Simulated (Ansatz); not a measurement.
Base system: C in the diamond structure (space group Fd-3m, No. 227; a = 3.560 Å). Axes: x, y, z lie along the cube axes.

Level of theory: r2SCAN in Ansatz (plane waves to 500 eV, PAW, no spin-orbit coupling), earlier PAW set.

Strains are applied to the cell and any free atomic positions relax; under biaxial strain the out-of-plane vector relaxes too; under stress the whole cell relaxes.

One change was made to it. Results:

| quantity | base | after |
|---|---|---|
| smallest direct gap | 5.89 eV | 5.86 eV |
| valence-band top at Γ (three highest levels, from the VBM) | 0.00, 0.00, 0.00 eV | 0.00, 0.00, -0.05 eV |
| band gap | 4.36 eV | 4.32 eV |

Task: What was done to the base?
(A) biaxial strain +2.93 %, plane normal [001], relaxed out of plane
(B) tensor shear ε_yz = −3.57 %
(C) uniaxial stress, 3 GPa tension along z
(D) biaxial strain −3.00 %, plane normal [110], relaxed out of plane
(E) strain tensor (xx, yy, zz, yz, xz, xy) = (−1.25, −2.10, −1.21, −0.75, +0.12, −1.59) %

Result: C, uniaxial stress, 3 GPa tension along z. For comparison, the band gap in the other runs: biaxial strain −3.00 %, plane normal [110], relaxed out of plane gives 3.88 eV; biaxial strain +2.93 %, plane normal [001], relaxed out of plane gives 3.34 eV; tensor shear ε_yz = −3.57 % gives 3.52 eV; strain tensor (xx, yy, zz, yz, xz, xy) = (−1.25, −2.10, −1.21, −0.75, +0.12, −1.59) % gives 4.19 eV.

Stability under load was not tested beyond the relaxation.

Ansatz is an electronic-structure program.
